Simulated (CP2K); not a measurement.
A self-consistent single point of SnBi₃ (I4/mmm, 4 atoms in the cell) with CP2K

Computed with PBEsol, GPW, DZVP-MOLOPT-SR-GTH basis, GTH-PBE potentials (GTH_POTENTIALS) (CP2K 2026.2).

Input as run:

```
&GLOBAL
  PROJECT scf
  RUN_TYPE ENERGY_FORCE
  PRINT_LEVEL MEDIUM
&END GLOBAL
&FORCE_EVAL
  METHOD Quickstep
  STRESS_TENSOR ANALYTICAL
  &DFT
    BASIS_SET_FILE_NAME BASIS_MOLOPT
    POTENTIAL_FILE_NAME GTH_POTENTIALS
    &QS
      METHOD GPW
      EPS_DEFAULT 1E-10
    &END QS
    &MGRID
      CUTOFF 400
      REL_CUTOFF 60
      NGRIDS 5
    &END MGRID
    &SCF
      SCF_GUESS ATOMIC
      EPS_SCF 1E-6
      MAX_SCF 100
      ADDED_MOS 4
      &DIAGONALIZATION
        ALGORITHM STANDARD
      &END DIAGONALIZATION
      &MIXING
        METHOD BROYDEN_MIXING
        ALPHA 0.2
        NBUFFER 12
        BETA 1
      &END MIXING
      &SMEAR ON
        METHOD FERMI_DIRAC
        ELECTRONIC_TEMPERATURE [K] 1160.45
      &END SMEAR
    &END SCF
    &KPOINTS
      SCHEME MONKHORST-PACK 6 6 6
      GAMMA_CENTERED T
    &END KPOINTS
    &XC
      &XC_FUNCTIONAL
        &PBE
          PARAMETRIZATION PBESOL
        &END PBE
      &END XC_FUNCTIONAL
    &END XC
    &PRINT
      &MO
        EIGENVALUES T
        OCCUPATION_NUMBERS T
        NDIGITS 8
        FILENAME mo
        &EACH
          QS_SCF 0
        &END EACH
        ADD_LAST NUMERIC
      &END MO
      &MULLIKEN ON
      &END MULLIKEN
    &END PRINT
  &END DFT
  &SUBSYS
    &CELL
      A 6.56748500 0.00000000 0.00000000
      B 3.20228400 5.73386700 0.00000000
      C -4.88488500 -2.86693400 3.32422200
      PERIODIC XYZ
    &END CELL
    &COORD
      SCALED
      Sn       0.00000000     0.00000000     0.00000000
      Bi       0.50000000     0.50000000     0.00000000
      Bi       0.25000000     0.75000000     0.50000000
      Bi       0.75000000     0.25000000     0.50000000
    &END COORD
    &KIND Sn
      BASIS_SET DZVP-MOLOPT-SR-GTH
      POTENTIAL GTH-PBE-q4
    &END KIND
    &KIND Bi
      BASIS_SET DZVP-MOLOPT-SR-GTH
      POTENTIAL GTH-PBE-q5
    &END KIND
  &END SUBSYS
  &PRINT
    &FORCES ON
    &END FORCES
    &STRESS_TENSOR ON
    &END STRESS_TENSOR
  &END PRINT
&END FORCE_EVAL
```

The program printed (abridged):

```
 GLOBAL| Method name                                                        CP2K
 GLOBAL| Project name                                                        scf
 GLOBAL| Run type                                                   ENERGY_FORCE

 CELL| Volume [angstrom^3]:                                           125.180512
 CELL| Vector a [angstrom]:       6.567     0.000     0.000   |a| =     6.567485
 CELL| Vector b [angstrom]:       3.202     5.734     0.000   |b| =     6.567485
 CELL| Vector c [angstrom]:      -4.885    -2.867     3.324   |c| =     6.567485
 CELL| Angle (b,c), alpha [degree]:                                   138.055994
 CELL| Angle (a,c), beta  [degree]:                                   138.055993
 CELL| Angle (a,b), gamma [degree]:                                    60.817256
 CELL| Numerically orthorhombic:                                              NO
 CELL| Periodicity                                                           XYZ

 DFT| Spin restricted Kohn-Sham (RKS) calculation                            RKS
 DFT| Multiplicity                                                             2
 DFT| Number of spin states                                                    1
 DFT| Charge                                                                   0
 DFT| XC density smoothing                                                  NONE
 DFT| XC derivatives                                                          PW

 QS| Method:                                                                 GPW
 QS| Density plane wave grid type                        NON-SPHERICAL FULLSPACE
 QS| Number of grid levels:                                                    5
 QS| Density cutoff [a.u.]:                                                200.0
 QS| Multi grid cutoff [a.u.]: 1) grid level                               200.0
   [... lines left out ...]
 BRILLOUIN| Wavefunction type                                            COMPLEX
 BRILLOUIN| List of Kpoints [2 Pi/Bohr]                                      112
 BRILLOUIN| Number           Weight            X              Y              Z
 BRILLOUIN|     1           0.00926       -0.33333       -0.33333       -0.33333
 BRILLOUIN|     2           0.00926       -0.33333       -0.33333       -0.16667
 BRILLOUIN|     3           0.00926       -0.33333       -0.33333        0.00000
   [... 109 lines left out ...]
 *******************************************************************************

 Extrapolation method: initial_guess

 Re-scaling the density matrix to get the right number of electrons
                  # Electrons              Trace(P)               Scaling factor
                           19                19.000                        1.000

 Number of electrons:                                                         19
 Number of occupied orbitals:                                                 10
 Number of molecular orbitals:                                                14

 Number of orbital functions:                                                 52
 Number of independent orbital functions:                                     52
 SCF WAVEFUNCTION OPTIMIZATION

  Step     Update method      Time    Convergence         Total energy    Change
     1 NoMix/Diag. 0.20E+00      -     0.32811312       -20.2057023144 -2.02E+01
     2 Broy./Diag. 0.20E+00      -     0.00270439       -20.3430960440 -1.37E-01
     3 Broy./Diag. 0.20E+00      -     0.01566623       -20.1150986914  2.28E-01
     4 Broy./Diag. 0.20E+00      -     0.00133569       -20.0825659020  3.25E-02
     5 Broy./Diag. 0.20E+00      -     0.00275405       -20.0522915823  3.03E-02
     6 Broy./Diag. 0.20E+00      -     0.00051362       -20.0482900091  4.00E-03
     7 Broy./Diag. 0.20E+00      -     0.00052753       -20.0459893810  2.30E-03
     8 Broy./Diag. 0.20E+00      -     0.00004288       -20.0457987226  1.91E-04
     9 Broy./Diag. 0.20E+00      -     0.00006619       -20.0458046528 -5.93E-06
    10 Broy./Diag. 0.20E+00      -     0.00000657       -20.0458135536 -8.90E-06
    11 Broy./Diag. 0.20E+00      -     0.00000829       -20.0458464401 -3.29E-05
    12 Broy./Diag. 0.20E+00      -     0.00000026       -20.0458508289 -4.39E-06
  *** SCF run converged in    12 steps ***

  Electronic density on regular grids:        -19.0000000000        0.0000000000
  Core density on regular grids:               18.9999999923       -0.0000000077
  Total charge density on r-space grids:       -0.0000000076
  Total charge density g-space grids:          -0.0000000076

  Overlap energy of the core charge distribution:               0.00000000000605
  Self energy of the core charge distribution:                -42.43078686185606
  Core Hamiltonian energy:                                      8.34810258052570
  Hartree energy:                                              19.06711479975332
  Exchange-correlation energy:                                 -5.02693993890450
  Electronic entropic energy:                                  -0.00334140913275
  Fermi energy:                                                 0.19059377491161

  Total energy:                                               -20.04585082887568
  Total energy (extrapolated to T->0):                        -20.04418012430931

                     Mulliken Population Analysis

 #  Atom  Element  Kind  Atomic population                           Net charge
       1     Sn       1          3.633375                              0.366625
       2     Bi       2          5.161665                             -0.161665
       3     Bi       2          5.102479                             -0.102479
       4     Bi       2          5.102481                             -0.102481
 # Total charge                             19.000000                  0.000000

 ENERGY| Total FORCE_EVAL ( QS ) energy [hartree]            -20.045852365293918

 FORCES| Atomic forces [hartree/bohr]
 FORCES|   Atom     x               y               z               |f|
 FORCES|      1  4.04939371E-14  3.74961195E-14  1.43604250E-08   1.43604250E-08
 FORCES|      2 -6.18511007E-14 -3.28295736E-14 -3.86731924E-09   3.86731924E-09
 FORCES|      3  8.80166219E-11 -4.35813025E-10 -5.85087286E-08   5.85104179E-08
 FORCES|      4 -8.80565633E-11  4.35807577E-10  4.80134567E-08   4.80155152E-08
 FORCES| Sum    -6.12985509E-14 -7.82035579E-16 -2.16621022E-12
 FORCES| Total atomic force                                       2.16707749E-12

 STRESS| Analytical stress tensor [bar]
 STRESS|                        x                   y                   z
 STRESS|      x       -2.40129893970E+03  -3.75874571501E+03  -6.20833860427E-03
 STRESS|      y       -3.75874571501E+03   1.79701544958E+03  -1.01369561149E-02
 STRESS|      z       -6.20833860427E-03  -1.01369561149E-02   4.00298126711E+03
 STRESS| 1/3 Trace                                             1.13289925899E+03
```

The run converged in 12 iterations.

The starting cell comes from a database of computed structures (which also holds hypothetical and non-ambient phases and stackings), without a prior relaxation at this level. Values carry the incompleteness of an atom-centred basis. The potentials were made for another functional than the one used.

Cost on one core of a shared machine: roughly 80 s.
